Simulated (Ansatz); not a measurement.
ZnO (P6_3mc), Ansatz (an electronic-structure program) with r2SCAN with spin-orbit coupling, rigid bands: N_c = 2.33e18 cm⁻³ at 300 K and an electron conductivity mass of 0.207 mₑ.

Task: For 1e16 electrons per cm³ at 300 K, place the Fermi level, estimate the Seebeck coefficient of a parabolic band with constant τ, and give mobility and conductivity for τ = 20 fs.

Result: The level lies k_BT ln(N_c/n) = 0.141 eV below the conduction-band minimum. S ≈ −(k_B/e)[ln(N_c/n) + 5/2] = -685 μV/K, against -679 μV/K from the full bands (mean over directions). μ = eτ/m = 170 cm²/(V·s) and σ = neμ = 0.272 S/cm. τ is assumed, not computed.

Band transport and this doping are assumed; polarons and phonon drag are left out.
